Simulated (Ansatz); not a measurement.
Band structure of Y2Mg (Cmcm, 6 atoms in the cell).

```
CELL_PARAMETERS angstrom
      6.37836    -2.60893     0.00000
      6.37836     2.60893     0.00000
      0.00000     0.00000     5.21640
ATOMIC_POSITIONS crystal
  Y  0.90968 0.40284 0.75000
  Y  0.09032 0.59716 0.25000
  Y  0.40284 0.90968 0.25000
  Y  0.59716 0.09032 0.75000
  Mg 0.25932 0.74068 0.75000
  Mg 0.74068 0.25932 0.25000
```

Level of theory: PBEsol, PAW files made with PBE (plane waves; Ansatz, an electronic-structure program).

Settings: basis.ecutwfc = 30.9 Ry; kpoints.mp_grid.grid = 4 4 3; hamiltonian.xc = pbesol; hamiltonian.pseudopotentials = {kind: paw} (the program's default PAW files); scf.occupations.method = fermi_dirac; scf.occupations.width = 0.0073 Ry; kpoints.band_path.npoints = 8.

The starting cell comes from a database of computed structures (which also holds hypothetical and non-ambient phases and stackings), without a prior relaxation at this level. Its lattice was rescaled by a random factor within 2.5 % of one.

Levels in eV from the Fermi level, bands 29 to 36:
```csv
point,29,30,31,32,33,34,35,36
Γ,-1.12,-1.05,-0.62,-0.34,0.04,0.76,0.78,0.98
X,-0.65,-0.38,-0.18,-0.07,0.24,0.37,0.46,1.03
S,-0.34,-0.33,-0.04,0.01,0.18,0.18,0.44,0.45
R,-1.29,-1.29,0.18,0.18,0.22,0.22,1.12,1.12
A,-1.50,-1.50,0.21,0.21,0.33,0.33,0.75,0.75
Z,-0.81,-0.81,0.02,0.02,0.20,0.20,0.75,0.75
Y,-1.05,-0.82,-0.65,-0.55,0.03,0.78,0.97,1.23
X1,-0.65,-0.38,-0.18,-0.07,0.24,0.37,0.46,1.03
A1,-1.50,-1.50,0.21,0.21,0.33,0.33,0.75,0.75
T,-0.47,-0.47,-0.04,-0.04,0.16,0.16,0.71,0.71
```

Bands cross the Fermi level along this path, so the cell is metallic at this level.

Keys are those of Ansatz 0.2.
